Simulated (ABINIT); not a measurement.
Worked example: self-consistent single point of InSe (P6_3/mmc, 8 atoms in the cell) in ABINIT.

Computed with PBE, PAW (JTH v2.0 PBE PAW) (plane waves; ABINIT 10.0.3).

The change in words: lattice scaled by 0.98. Reference geometry:
```
InSe
1.0
    4.10236     0.00000     0.00000
   -2.05118     3.55274     0.00000
    0.00000     0.00000    17.68987
In Se
4 4
Direct
  0.33333   0.66667   0.33030
  0.66667   0.33333   0.66970
  0.66667   0.33333   0.83030
  0.33333   0.66667   0.16970
  0.33333   0.66667   0.59732
  0.66667   0.33333   0.40268
  0.66667   0.33333   0.09732
  0.33333   0.66667   0.90268
```

Reference input (self-consistent single point, DFT, PBE, plane waves, PAW (JTH v2.0 PBE PAW)): pseudos = [In.GGA_PBE-JTH.xml, Se.GGA_PBE-JTH.xml]; ecut = 20 Ha; pawecutdg = 40 Ha; ixc = 11; occopt = 3; tsmear = 0.01 eV; ngkpt = 5 5 1; nshiftk = 1; shiftk = 0 0 0; potentials = JTH v2.0 PBE PAW; nband = 48; kptopt = 1. This run's input differs from it in these lines:

```diff
@@ -5,5 +5,5 @@
 rprim
-         4.1023562821   -0.0000000655    0.0000000000
-        -2.0511780844    3.5527447884    0.0000000000
-         0.0000000000    0.0000000000   17.6898670000
+         4.0203091587   -0.0000002868    0.0000000000
+        -2.0101543310    3.4816900059    0.0000000000
+         0.0000000000    0.0000000000   17.3360700000
 natom 8
```

Output (repeated stretches shortened):

```
--- !BeginCycle
solver: {iscf: 17, nstep: 100, nline: 4, wfoptalg: 10, }
tolerances: {tolvrs: 1.00E-11, }
...

     iter   Etot(hartree)      deltaE(h)  residm     nres2
 ETOT  1  -270.30841097271    -2.703E+02 1.281E-01 8.373E+00
 ETOT  2  -270.61867821663    -3.103E-01 9.792E-03 2.683E+00
 ETOT  3  -270.61611921772     2.559E-03 8.191E-03 5.975E-01
 ETOT  4  -270.61577713693     3.421E-04 1.745E-03 2.378E-02
 ETOT  5  -270.61594989117    -1.728E-04 3.138E-04 1.746E-03
   [... 6 lines left out ...]
 ETOT 12  -270.61598971124    -4.093E-11 5.511E-05 4.434E-10
 ETOT 13  -270.61598971126    -2.512E-11 5.410E-05 1.088E-10
 ETOT 14  -270.61598971127    -2.331E-12 2.088E-05 1.770E-11
 ETOT 15  -270.61598971126     3.126E-12 3.257E-05 1.276E-12
 At SCF step   15       nres2   =  1.28E-12 < tolvrs=  1.00E-11 =>converged.

 Cartesian components of stress tensor (hartree/bohr^3)
  sigma(1 1)= -7.37316770E-05  sigma(3 2)=  0.00000000E+00
  sigma(2 2)= -7.37316770E-05  sigma(3 1)=  0.00000000E+00
  sigma(3 3)= -6.60780886E-05  sigma(2 1)=  4.77260252E-14

 ----iterations are completed or convergence reached----

 reduced coordinates (array xred) for    8 atoms
       0.333333333333      0.666666666667      0.330300000000
       0.666666666667      0.333333333333      0.669700000000
       0.666666666667      0.333333333333      0.830300000000
       0.333333333333      0.666666666667      0.169700000000
       0.333333333333      0.666666666667      0.597320000000
       0.666666666667      0.333333333333      0.402680000000
   [... lines left out ...]
 Fermi (or HOMO) energy (eV) =   2.10475   Average Vxc (eV)=  -8.81775
   [... lines left out ...]
'-kT*entropy'       : -4.92713813130955E-16
total_energy        : -2.70615990077057E+02
total_energy_eV     : -7.36383558464075E+03
...

-Cartesian components of stress tensor (GPa)         [Pressure=  2.0942E+00 GPa]
- sigma(1 1)= -2.16926046E+00  sigma(3 2)=  0.00000000E+00
- sigma(2 2)= -2.16926046E+00  sigma(3 1)=  0.00000000E+00
- sigma(3 3)= -1.94408416E+00  sigma(2 1)=  1.40414790E-09

 Calculation completed.
```

The run converged in 15 iterations. 

The starting cell comes from a database of computed structures (which also holds hypothetical and non-ambient phases and stackings), without a prior relaxation at this level. Its lattice was rescaled by a random factor within 2.5 % of one. For this run, on top of that: lattice scaled by 0.98.

These are the values that this program gave, and no reference: the one-centre exchange-correlation terms come from a truncated expansion.

Cost on one core of a shared machine: roughly 4 min.
